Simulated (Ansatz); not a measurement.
The parent structure is HgTe in the zinc blende structure (space group F-43m, No. 216; a = 6.435 Å).

Computed with Ansatz (a first-principles code), LDA, PAW, cutoff 420 eV, without spin-orbit coupling.

Before the change:

```
Property   Result
--------  -------
Pressure  0.0 GPa
Band gap     zero
```

Now apply this change: the cell is scaled by 1.0200 in all directions, atoms relaxed at fixed cell.

Question: What does the calculation give for the pressure after the change?

Answer: The pressure goes from zero to -2.4 GPa.

Question: What does the calculation give for the energy relative to the base after the change?

Answer: The energy rises by 16 meV/atom.

Question: How does this affect the band gap?

Answer: The band gap stays zero.

A case with no gap was solved on a k-mesh chosen for an insulator, which is coarse for it. Spin-orbit coupling, missing from the scalar runs, can matter with Hg and Te. The cells carry an imposed strain or load. Whether these cells are dynamically stable was not tested. The final runs are not spin-polarised. The zero or small gap of HgTe can change with the level of theory.
